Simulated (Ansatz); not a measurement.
Functionals compared on H on the 1x1 (111) surface of fcc Pt, one in a 2x2 cell, started at the site 'hollow Pt-Pt-Pt over Pt at depth 2.3 Å', in Ansatz (plane waves, PAW). The structure was relaxed with PBE; the other rows are single points on it, each with its references at the same level. Cutoff 420 eV (500 eV for r2SCAN).

Set-up: 17 atoms, 6.9 Å thick at the start under the adsorbate (thin: gaps and levels are the slab's own); mesh 6x6x1; 0.1 eV smearing; dipole correction on; 8 atoms held, the rest relaxed; symmetry of the start imposed; no spin, no spin-orbit, no U, no dispersion correction. At the end it is bonded to 3 Pt. In PBE this state lies 0.05 eV over the lowest of the starts that converged ('hollow Pt-Pt-Pt over Pt at depth 4.6 Å'). These notes are the PBE run's. Adsorption energies are against ½ H2(g). A negative adsorption energy means that the adsorbate is more stable on the surface than in its reference.

```json
[
 {"functional": "PBE", "adsorption energy (eV)": "-0.42", "work function of the top face (eV)": "5.59", "change of the work function (eV)": "-0.09", "rough cost of the single point": "–"},
 {"functional": "RPBE", "adsorption energy (eV)": "-0.26", "work function of the top face (eV)": "5.43", "change of the work function (eV)": "-0.08", "rough cost of the single point": "roughly 110 core-seconds"},
 {"functional": "r2SCAN", "adsorption energy (eV)": "[?]", "work function of the top face (eV)": "[?]", "change of the work function (eV)": "[?]", "rough cost of the single point": "about 4 core-minutes (a rough figure)"}
]
```

Question: Some entries are withheld; supply them.

Answer: 
- r2SCAN, adsorption energy (eV): -0.46
- r2SCAN, work function of the top face (eV): 5.67
- r2SCAN, change of the work function (eV): -0.08

Ansatz is a quantum-chemistry and plane-wave program.
